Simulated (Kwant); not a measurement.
Kwant, one-band effective-mass tight-binding model in one dimension, coherent, no space charge.

Device: GaAs/Al0.3Ga0.7As stack with 1 barrier. One parabolic valley. Leads of mass 0.067 mₑ with the band edge at 0; grid 0.1 nm; bias 0 V, dropping linearly over the stack.

| layer | thickness (nm) | band offset (eV) | mass (mₑ) |
|---|---|---|---|
| 1 | 3.7 | 0.24 | 0.092 |

Constants are typed, rounded textbook-type inputs, not results; the design itself was drawn at random and stands for no fabricated device.

Sweep values stay those of the base run.

One input was changed, with this effect: transmission at E = 0.1783 eV 0.14 → 0.084; mean transmission over the sweep 0.22 → 0.19; transmission at E = 0.08749 eV 0.043 → 0.019; transmission at E = 0.2692 eV 0.35 → 0.31.

Task: Which change was it?
(A) thickness of the first barrier 3.7 → 4.4 nm
(B) height of the first barrier 0.24 → 0.14 eV
(C) mass in the first barrier 0.092 → 0.074 mₑ

Result: A, thickness of the first barrier 3.7 → 4.4 nm
